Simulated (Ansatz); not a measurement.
The parent structure is ZnSe in the zinc blende structure (space group F-43m, No. 216).

```
CELL_PARAMETERS angstrom
      0.00000     2.81667     2.81667
      2.81667     0.00000     2.81667
      2.81667     2.81667     0.00000
ATOMIC_POSITIONS crystal
  Zn 0.00000 0.00000 0.00000
  Se 0.25000 0.25000 0.25000
```

Cartesian axes are those of the cell as printed.

The values are results of plane-wave PAW DFT at the PBEsol level (Ansatz, a program for electronic structure, 420 eV), spin-orbit coupling left out, not measurements.

Strains are applied to the cell and any free atomic positions relax; under biaxial strain the out-of-plane vector relaxes too.

One change was made to it. Results:

The electron mass becomes 0.10 mₑ out of plane, 0.093 mₑ in plane (at Γ) (base: 0.091 mₑ (at Γ)); the pressure (mean of the normal stresses, compression positive) goes from zero to 1.74 GPa; the valley order (the lowest conduction-band minima on the path, energy above the VBM, named in the base's zone) becomes Γ 1.23 eV; L along [111] 2.37 eV; X along [010] 2.55 eV (base: Γ 1.24 eV; L along ⟨111⟩ 2.48 eV).

Task: Name the change that was made.
A) biaxial strain +3.00 %, plane normal [001], relaxed out of plane
B) biaxial strain −3.00 %, plane normal [001], relaxed out of plane
C) biaxial strain +0.50 %, plane normal [001], relaxed out of plane
D) biaxial strain −2.50 %, plane normal [001], relaxed out of plane
E) biaxial strain −1.00 %, plane normal [001], relaxed out of plane

Result: B, biaxial strain −3.00 %, plane normal [001], relaxed out of plane. For comparison, the valley order in the other runs: biaxial strain +0.50 %, plane normal [001], relaxed out of plane gives Γ 1.20 eV; L along [1-1-1] 2.45 eV; biaxial strain −2.50 %, plane normal [001], relaxed out of plane gives Γ 1.24 eV; L along [111] 2.40 eV; X along [010] 2.60 eV; biaxial strain +3.00 %, plane normal [001], relaxed out of plane gives Γ 1.00 eV; L along [1-1-1] 2.25 eV; biaxial strain −1.00 %, plane normal [001], relaxed out of plane gives Γ 1.24 eV; L along [111] 2.46 eV; X along [010] 2.72 eV.

The levels and masses belong to the bands next to the band gap. Masses are band curvatures over ±0.01 Å⁻¹ around the edge. Stability against distortions was not tested.
